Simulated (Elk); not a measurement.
Band structure of CoSi₂ (Fm-3m, 3 atoms in the cell).

```yaml
crystal:
  lattice:
    - [0.00000, 2.68000, 2.68000]
    - [2.68000, 0.00000, 2.68000]
    - [2.68000, 2.68000, 0.00000]
  atoms:
    - { symbol: Co, position: [0.00000, 0.00000, 0.00000] }
    - { symbol: Si, position: [0.25000, 0.25000, 0.25000] }
    - { symbol: Si, position: [0.75000, 0.75000, 0.75000] }
```

Method: PBE, all-electron FP-LAPW, Elk's shipped species files, APW+lo basis with extra local orbitals run with Elk.

Settings: xctype = 20; rgkmax = 7.5; stype = 0; swidth = 0.00999582 Ha; ngridk = 14 14 14; gmaxvr = 16 1/bohr; nxlo = 2; lorbcnd = true; lmaxi = 3; maxscl = 100.

The starting cell has typed, rounded lattice constants, without a prior relaxation at this level. Spin polarisation is off. Values depend on the basis (sphere radii, cutoffs, local orbitals), which need not be converged.

Levels in eV from the Fermi level, bands 9 to 16:
```tsv
point	9	10	11	12	13	14	15	16
Γ	-1.92	0.75	3.41	3.41	3.41	3.43	3.43	3.43
X	-1.95	-1.95	-1.94	-1.34	1.59	2.93	8.53	9.58
W	-2.30	-1.95	-1.47	-0.69	3.63	3.63	5.82	6.60
K	-2.23	-1.76	-1.24	-0.98	1.98	4.96	5.83	7.59
L	-1.63	-1.63	-0.49	-0.49	2.69	3.43	3.43	4.33
U	-2.23	-1.76	-1.24	-0.98	1.98	4.96	5.83	7.59
```

Bands cross the Fermi level along this path, so the cell is metallic at this level.
